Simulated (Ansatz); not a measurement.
Base system: GaP in the zinc blende structure (space group F-43m, No. 216; a = 5.5060 Å).

The values are results of Kohn–Sham DFT with the PBE functional, run in Ansatz (an electronic-structure program) with PAW and 420 eV plane waves, no spin-orbit coupling, not measurements.

For the base:

The band gap is 1.58 eV. The smallest direct gap is 1.58 eV.

One thing is altered: the cell is scaled by 0.9950 in all directions, atoms relaxed at fixed cell.

Question: What does the calculation give for the band gap after the change?

Answer: The band gap grows by 0.04 eV (1.58 eV → 1.62 eV).

Question: Estimate the effect on the smallest direct gap.

Answer: The smallest direct gap rises by 0.12 eV (1.58 eV → 1.70 eV).

The cells carry an imposed strain or load. No phonon test of stability was made. The real GaP has an indirect gap at ambient pressure; PBE orders its close-lying valleys differently.
